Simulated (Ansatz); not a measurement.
Take C in the graphite type structure (space group P6_3/mmc, No. 194; a = 2.4583 Å, c = 6.5648 Å; layered, stacked along the Cartesian z axis) as the base.

All numbers come from Ansatz (a first-principles code) PBEsol-D3(BJ), spin-orbit coupling left out.

For the base:

| Quantity | Value |
|---|---|
| In-plane lattice parameter a | 245.8 pm |
| Band gap | zero |

One thing is altered: a free-standing slab of 2 layers (4 atoms, 2 a layer) is cut normal to the stacking axis, with 15 Å of vacuum and the in-plane cell relaxed.

Task: What happens to the thickness between the outermost nuclei, excess energy per area of both faces, in-plane lattice parameter a and band gap?

Result: The thickness between the outermost nuclei amounts to 3.34 Å; the excess energy per area of both faces (slab less bulk energy over the cell's area: twice a surface energy) amounts to 0.4 J/m² (uncertain by up to 0.1 J/m²); the in-plane lattice parameter a stays 245.8 pm; the band gap remains zero.

Slab and bulk use different k-meshes, which limits the precision of the excess energy. Whether these cells are dynamically stable was not tested.
